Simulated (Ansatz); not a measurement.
Where the default PAW files enter, the runs use the earlier of Ansatz's two default sets.

Consider the following.

```
CELL_PARAMETERS angstrom
      4.99740     0.00000     0.00000
     -2.49870     4.32788     0.00000
      2.49870     1.44263     4.48355
ATOMIC_POSITIONS crystal
  Ga 0.28882 0.14441 0.56677
  Ga 0.71118 0.85559 0.43323
  Ga 0.71118 0.35559 0.93323
  Ga 0.28882 0.64441 0.06677
  O  0.80316 0.55316 0.25000
  O  0.19684 0.44684 0.75000
  O  0.19684 0.25000 0.25000
  O  0.80316 0.75000 0.75000
  O  0.50000 0.94684 0.25000
  O  0.50000 0.05316 0.75000
```

Space group of this cell: R-3c, corundum. The cell is taken as given; by r2SCAN its mean pressure is -1.4 GPa.

Level of theory: r2SCAN (plane waves, PAW; Ansatz, a program for electronic structure).

The current runs along the normal of the first two printed vectors; no spin-orbit coupling. Scaled by the factor s: both lengths across the current (ions clamped). Meshes 8×8×8 and 12×12 across the current in all rows.

```csv
s,mean pressure (GPa),band gap (eV)
0.98,9.2,3.97
1.00,-1.4,3.51
1.02,-10.0,?
```

### Question
Take the slope of the band gap against ln s from the two given rows, extrapolate to s = 1.02, and say what the run there gives.

### Answer
Slope = (3.97 − 3.51) / ln 0.98 = -22.8 eV. The line gives 3.51 + (-22.8) × ln 1.02 = 3.06 eV. The run gives 3.04 eV, 0.02 eV under the line, 4 % of the predicted step.
